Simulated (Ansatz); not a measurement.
**HfSi2: Hf → Ti**

The parent structure is HfSi2 (space group Cmcm, No. 63; a = 3.683 Å, b = 14.598 Å, c = 3.658 Å).

Modification: full substitution Hf → Ti; the structure is relaxed again.

Method: Ansatz (a first-principles code) PBE, scalar-relativistic without spin-orbit coupling, earlier PAW set. Γ-centred 14×14×13 mesh, Fermi–Dirac width 0.05 eV, for the changed cell.

| quantity | base | changed | shift |
|---|---|---|---|
| volume per atom | 16.39 Å³ | 14.35 Å³ | -2.04 Å³ |
| space group | Cmcm (No. 63) | Cmcm (No. 63) | – |
| shortest interatomic distance | 2.421 Å | 2.404 Å | -0.017 Å |
| band gap | zero | zero | – |

Final structure:

```xyz
6
Lattice="1.7730 -6.7825 0.0000 1.7730 6.7825 0.0000 0.0000 0.0000 3.5797" Properties=species:S:1:pos:R:3 pbc="T T T"
Si     1.7730    -5.9800     2.6848
Si     1.7730     5.9800     0.8949
Si     1.7730     3.3875     2.6848
Si     1.7730    -3.3875     0.8949
Ti     1.7730    -1.3999     2.6848
Ti     1.7730     1.3999     0.8949
```

Whether these cells are dynamically stable was not tested. The final runs are not spin-polarised.
